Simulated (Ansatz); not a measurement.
SiC under a change: isotropic strain +2.40 %

The reference is SiC in the wurtzite structure (space group P6_3mc, No. 186; a = 3.092 Å, c = 5.074 Å).

One thing is altered: every lattice vector is stretched by 2.40 %, atoms relaxed at fixed cell.

Method: PBE, PAW, 420 eV (Ansatz, a program for electronic structure; spin-orbit coupling left out). k-mesh 12×12×7 (Γ-centred); smearing 0.05 eV (Fermi–Dirac).

The space group is still P6_3mc (No. 186) and the shortest interatomic distance grows by 0.045 Å, from 1.893 Å to 1.938 Å. The energy increases by 34 meV/atom and the pressure (mean of the normal stresses, compression positive) goes from zero to -13.18 GPa. The band gap goes up by 0.12 eV, from 2.31 eV to 2.43 eV and the gap character remains indirect, Γ → K. The smallest direct gap drops by 0.139 eV (3.94 eV → 3.81 eV) and the mean gap deformation potential ΔEg/Δln V comes out as +1.8 eV. The width of the top valence band falls by 0.226 eV, from 3.84 eV to 3.62 eV and the electron mass goes from 0.27 mₑ along c, 0.44 mₑ across (at K) to 0.27 mₑ along c, 0.46 mₑ across (at K). The valence-band top at Γ (three highest levels, from the VBM) goes from 0.00, 0.00, -0.11 eV to 0.00, 0.00, -0.10 eV.

Effective masses come from finite differences of ±0.01 Å⁻¹. Whether these cells are dynamically stable was not tested.
